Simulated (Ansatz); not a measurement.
Take CdGeAs2 in the chalcopyrite structure (space group I-42d, No. 122; a = 5.9420 Å, c = 11.3119 Å) as the base. Axes: x, y, z lie along a, b, c of the conventional cell.

Method: PBEsol/PAW in Ansatz (a program for electronic structure), no SOC.

Before the change:

```
Item                             Value
-----------------------------  -------
Shortest interatomic distance  2.447 Å
```

One thing is altered: uniaxial strain ε_xx = +2.25 %, all other strain components held at zero, atoms relaxed at fixed cell.

### Question
Estimate the effect on the energy relative to the base.

### Answer
The energy grows by 3.4 meV/atom.

### Question
How does this affect the largest internal atomic displacement?

### Answer
The largest internal atomic displacement amounts to 0.011 Å.

### Question
Estimate the effect on the stress.

### Answer
The stress (xx, yy, zz, yz, xz, xy; compression positive) comes out as (-1.94, -0.98, -1.00, 0.00, 0.00, 0.00) GPa.

### Question
Estimate the effect on the shortest interatomic distance.

### Answer
The shortest interatomic distance increases by 0.014 Å (2.447 Å → 2.461 Å).

No phonon test of stability was made.
